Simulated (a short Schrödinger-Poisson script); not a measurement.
**MOS inversion layer, SiO2 on p-type Si(111)**

Stack: MOS inversion layer, SiO2 on p-type Si(111), at 300 K.

```tsv
layer	material	thickness (nm)	Na (cm⁻³)
1	SiO2	3	-
2	Si	300	2.1e18
```

The device is made up for the run: typed textbook-type constants, with dimensions and the other settings drawn at random. SiO2: permittivity 3.9, conduction-band edge (eV) 3.15, gap (eV) 9, electron mass (mₑ) 0.5. Si: permittivity 11.7, conduction-band edge (eV) 0, gap (eV) 1.124, Nv at 300 K (cm⁻³) 3.1e19.

Channel valleys (confinement mass, in-plane density-of-states mass, number): Δ6 0.258, 0.358, 6. At the gate the conduction-band edge of layer 1 lies 3.38 eV − eVg above the Fermi level of the channel; the field vanishes at the back. Gaps are held at their typed values at every temperature. Mesh 0.03 nm at interfaces.

Solved with a short Schrödinger-Poisson script written for these runs: 1D Poisson equation in equilibrium, electrons quantum, Hartree (BenDaniel-Duke, 12 states a valley, the channel's in-plane mass for all, wave functions free to enter the dielectric), parabolic valleys, classical holes, full ionisation, no traps, pinning or gate leakage.

```
Vg (V)  electrons (cm⁻²)  C (μF/cm²)  Δ6 E0 (meV)  Δ6 E1 (meV)
------  ----------------  ----------  -----------  -----------
0.8               1.16e8       0.318        315.7        468.2
1                2.08e10       0.358        181.5        343.3
1.2              5.35e11       0.797         97.2        266.1
1.4              1.58e12       0.931         68.6        242.8
1.6              2.75e12       0.974         53.6        232.4
1.8              3.97e12       0.995         43.4        226.5
2                5.22e12        1.01         35.6        222.8
2.2              6.49e12        1.02         29.3        220.4
2.4              7.77e12        1.03         23.9        218.9
```

Gate voltages with under 1e6 electrons/cm² are left out.

Subbands count from the Fermi level.
